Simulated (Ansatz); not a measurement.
## Parameter sweep on YIn₂Ni (Cmcm, 8 atoms in the cell)

```xyz
8
Lattice="2.1512 -5.1874 0.0000 2.1512 5.1874 0.0000 0.0000 0.0000 7.2430" Properties=species:S:1:pos:R:3 pbc="T T T"
Y      2.1512    -4.4792     5.4322
Y      2.1512     4.4792     1.8107
In     2.1512    -1.4982     6.8807
In     2.1512     1.4982     0.3623
In     2.1512     1.4982     3.2592
In     2.1512    -1.4982     3.9838
Ni     2.1512     2.9856     5.4322
Ni     2.1512    -2.9856     1.8107
```

Base run A: LDA (PW92), PAW files made with PBE (Ansatz, an electronic-structure program), self-consistent single point.

Its settings: kpoints.mp_grid.grid = 6 6 4; hamiltonian.xc = lda; hamiltonian.pseudopotentials = {kind: paw} (the program's default PAW files); scf.occupations.method = gaussian; scf.occupations.width = 0.2 eV.

The starting cell comes from a database of computed structures (which also holds hypothetical and non-ambient phases and stackings), without a prior relaxation at this level. Its lattice was rescaled by a random factor within 2.5 % of one. Spin polarisation is off. In the base run, with a pressure of about -4 GPa the cell is away from its equilibrium volume at this level. Ansatz's pressure includes its estimate of the finite-basis (Pulay) stress.

ΔF is the free energy per atom less that of run A. 

Run A gave: pressure (GPa) -3.89; largest force (eV/Å) 0.048; TS (meV/atom) 7.8; k-points 39.

Runs:
- B: kpoints.mp_grid.grid, scf.occupations.width = 5 5 3, 0.03 eV
- C: kpoints.mp_grid.grid, scf.occupations.width = 5 5 3, 0.1 eV
- D: kpoints.mp_grid.grid, scf.occupations.width = 5 5 3, 0.3 eV
- E: kpoints.mp_grid.grid, scf.occupations.width = 6 6 3, 0.03 eV
- F: kpoints.mp_grid.grid, scf.occupations.width = 6 6 3, 0.1 eV
- G: kpoints.mp_grid.grid, scf.occupations.width = 6 6 3, 0.3 eV
- H: kpoints.mp_grid.grid, scf.occupations.width = 6 6 4, 0.03 eV
- I: kpoints.mp_grid.grid, scf.occupations.width = 6 6 4, 0.1 eV
- J: kpoints.mp_grid.grid, scf.occupations.width = 6 6 4, 0.3 eV
- K: kpoints.mp_grid.grid, scf.occupations.width = 7 7 4, 0.03 eV
- L: kpoints.mp_grid.grid, scf.occupations.width = 7 7 4, 0.1 eV
- M: kpoints.mp_grid.grid, scf.occupations.width = 7 7 4, 0.3 eV

**Question.** What does run K change against A?

**Answer.** The free energy rises by 4.5 meV/atom, the pressure moves little (-3.89 to -3.90 GPa) and the largest force goes from 0.048 to 0.019 eV/Å.

**Question.** What does run H change against A?

**Answer.** The free energy goes up by 3.3 meV/atom, the pressure moves little (-3.89 to -3.91 GPa) and the largest force goes from 0.048 to 0.037 eV/Å.

```csv
run,ΔF (meV/atom),pressure (GPa),largest force (eV/Å),TS (meV/atom),k-points
A,0.00,-3.89,0.048,7.8,39
B,12.6,-3.91,0.102,0.4,18
C,11.1,-3.90,0.096,2.9,18
D,0.38,-3.84,0.069,23.4,18
E,5.8,-3.96,0.091,0.1,26
F,4.9,-3.94,0.088,2.1,26
G,-4.4,-3.89,0.067,20.8,26
H,3.3,-3.91,0.037,0.1,39
I,2.7,-3.90,0.043,1.5,39
J,-5.2,-3.87,0.048,19.4,39
K,4.5,-3.90,0.019,0.3,48
L,3.4,-3.89,0.030,2.2,48
M,-5.2,-3.86,0.037,19.9,48
```

Keys are those of Ansatz 0.2.
